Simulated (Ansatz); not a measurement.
**Cubic perovskite KZnF₃**

Computed with LDA in Ansatz (PAW).

Settings: plane-wave cutoff 500 eV, 8×8×8 k mesh, gaussian smearing 0.02 eV, scalar-relativistic PAW data made under PBE.

Cell: relaxed at this level.

For cubic perovskite KZnF₃, the volume per atom is 12.54 Å³/atom and the equilibrium lattice constant a is 3.973 Å. The band gap is 3.79 eV (on the SCF k mesh).

Measured, for comparison: equilibrium volume per atom 13.34 Å³/atom, lattice constant a 4.055 Å (room temperature, not corrected to a static lattice; as tabulated in Dubrovin et al. (2021), arXiv:2110.13026). Computed (rounded) less measured: equilibrium volume per atom -6.0 %, lattice constant a -2.0 %.

Ansatz is a first-principles code.
